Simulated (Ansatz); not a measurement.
The starting structures come from a database of crystals and need not be the phases stable at ambient conditions.

Consider the following.

```
CELL_PARAMETERS angstrom
      4.74587     0.00000     0.00000
      0.00000     4.74587     0.00000
      2.37293    -2.37293     3.35583
ATOMIC_POSITIONS crystal
  Sr 0.00000 0.00000 0.00000
  Te 0.50000 0.50000 0.00000
```

Space group of this cell: Fm-3m, rock salt. The cell is taken as given.

Transport runs along the normal of the first two printed cell vectors, the (001) plane of the conventional cell.

The gap is the functional's own, uncorrected, and κ follows it; spin-orbit coupling is left out. Mid-gap values are interpolated between the computed energies.

Q: State the band gap and the smallest decay constant κ at mid-gap according to r2SCAN run with Ansatz (a first-principles code).

A: Gap 2.18 eV on a 10×10×10 mesh; κ = 0.173 1/Å, at the zone centre.
